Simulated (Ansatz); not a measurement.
Ansatz (a quantum-chemistry and plane-wave program), DFT, LDA, plane waves, its default PAW files: Cs2RbInF6, supercell, atoms displaced (from the phase in space group 225, mp-989605) (F6RbInCs2), 10 atoms. Basis and mesh were picked for this test and aren't claimed converged.

```json
{
 "cell": "6.82, 6.82, 6.82 Å; 60, 60, 60°",
 "distance_to_the_nearest_atom": "2.07 to 3.36 Å",
 "task": "single point",
 "k mesh": "4×4×4",
 "hamiltonian.xc": "lda",
 "kind_of_files": "paw",
 "scf.occupations.method": "fermi_dirac",
 "scf.occupations.width": "0.05 eV",
 "output.forces": "true",
 "binding of workers (--pin)": "off",
 "k-point pools (--kpoint-pools)": "1",
 "memory maximum (--max-ram)": "8GiB",
 "accuracy": "medium (default)",
 "basis.precision": "auto (default)",
 "basis.xc_grid": "1 (default)",
 "scf.eigensolver.kind": "auto (default)",
 "scf.mixing.algorithm": "auto (default)",
 "scf.mixing.preconditioner": "auto (default)",
 "scf.convergence.dr2_threshold": "2.23857e-07 (default)",
 "scf.lower_state_search": "light (default)",
 "k-points after symmetry": "36",
 "bands_at_the_start": "51",
 "electrons": "82",
 "plane waves at Γ": "4381",
 "cutoff (eV)": "420",
 "FFT grid": "48×48×48",
 "symmetry_operations": "1"
}
```

One run each. The counts of a restarted run leave out the earlier run.

All on 4 threads. Base settings, kept where nothing else is said: earlier_run = none (default) (scf.initial_density.chi_scale, scf.initial_density.normalization, checkpoint.read, checkpoint.density_extrapolation, kpoints.initial_grid not set). The settings tried:
- checkpoint.read = first.ck, earlier_run = first_atom_moved_ang=0.1 orbitals_saved=false, checkpoint.density_extrapolation = follow_atoms
- checkpoint.read = first.ck, earlier_run = first_atom_moved_ang=0 orbitals_saved=false hamiltonian.xc=pbe
- checkpoint.read = first.ck, earlier_run = first_atom_moved_ang=0 orbitals_saved=true scf.convergence.dr2_threshold=0.001
- checkpoint.read = first.ck, earlier_run = first_atom_moved_ang=0.3 orbitals_saved=false
- checkpoint.read = first.ck, earlier_run = first_atom_moved_ang=0.1 orbitals_saved=false
- kpoints.initial_grid = auto
- checkpoint.read = first.ck, earlier_run = first_atom_moved_ang=0 orbitals_saved=false scf.convergence.dr2_threshold=0.001
- checkpoint.read = first.ck, earlier_run = first_atom_moved_ang=0 orbitals_saved=false kpoints.mp_grid.grid=2×2×2
- scf.initial_density.chi_scale = 0.1
- the base settings
- checkpoint.read = first.ck, earlier_run = first_atom_moved_ang=0.03 orbitals_saved=false
- checkpoint.read = first.ck, earlier_run = first_atom_moved_ang=0.03 orbitals_saved=true, checkpoint.density_extrapolation = none
- scf.initial_density.chi_scale = 0, scf.initial_density.normalization = cell
- checkpoint.read = first.ck, earlier_run = first_atom_moved_ang=0.1 orbitals_saved=false, checkpoint.density_extrapolation = none

### Question
Predict which of these converge in the fewest SCF iterations (all cycles of the run, searches included).

### Answer
Fewest SCF iterations (all cycles of the run, searches included), with those close behind: checkpoint.read = first.ck, earlier_run = first_atom_moved_ang=0 orbitals_saved=false scf.convergence.dr2_threshold=0.001 (4); checkpoint.read = first.ck, earlier_run = first_atom_moved_ang=0 orbitals_saved=true scf.convergence.dr2_threshold=0.001 (4); checkpoint.read = first.ck, earlier_run = first_atom_moved_ang=0 orbitals_saved=false kpoints.mp_grid.grid=2×2×2 (4); the base settings (7); checkpoint.read = first.ck, earlier_run = first_atom_moved_ang=0.03 orbitals_saved=false (7). Most among those that reach the base run's result: kpoints.initial_grid = auto (13); checkpoint.read = first.ck, earlier_run = first_atom_moved_ang=0.1 orbitals_saved=false, checkpoint.density_extrapolation = none (10); scf.initial_density.chi_scale = 0, scf.initial_density.normalization = cell (10); scf.initial_density.chi_scale = 0.1 (10). All converged.

| setting | SCF iterations (all cycles of the run, searches included) | applications of H to a band | end |
|---|---|---|---|
| checkpoint.read = first.ck, earlier_run = first_atom_moved_ang=0 orbitals_saved=false scf.convergence.dr2_threshold=0.001 | 4 | 28653 | converged |
| checkpoint.read = first.ck, earlier_run = first_atom_moved_ang=0 orbitals_saved=true scf.convergence.dr2_threshold=0.001 | 4 | 18977 | converged |
| checkpoint.read = first.ck, earlier_run = first_atom_moved_ang=0 orbitals_saved=false kpoints.mp_grid.grid=2×2×2 | 4 | 28327 | converged |
| the base settings | 7 | 32711 | converged |
| checkpoint.read = first.ck, earlier_run = first_atom_moved_ang=0.03 orbitals_saved=false | 7 | 35070 | converged |
| checkpoint.read = first.ck, earlier_run = first_atom_moved_ang=0.1 orbitals_saved=false | 8 | 36626 | converged |
| checkpoint.read = first.ck, earlier_run = first_atom_moved_ang=0.1 orbitals_saved=false, checkpoint.density_extrapolation = follow_atoms | 8 | 36626 | converged |
| checkpoint.read = first.ck, earlier_run = first_atom_moved_ang=0.3 orbitals_saved=false | 9 | 40372 | converged |
| checkpoint.read = first.ck, earlier_run = first_atom_moved_ang=0.03 orbitals_saved=true, checkpoint.density_extrapolation = none | 9 | 36619 | converged |
| checkpoint.read = first.ck, earlier_run = first_atom_moved_ang=0 orbitals_saved=false hamiltonian.xc=pbe | 9 | 41683 | converged |
| scf.initial_density.chi_scale = 0.1 | 10 | 43553 | converged |
| scf.initial_density.chi_scale = 0, scf.initial_density.normalization = cell | 10 | 39619 | converged |
| checkpoint.read = first.ck, earlier_run = first_atom_moved_ang=0.1 orbitals_saved=false, checkpoint.density_extrapolation = none | 10 | 43496 | converged |
| kpoints.initial_grid = auto | 13 | 34792 | converged |

Keys are those of Ansatz 0.2.
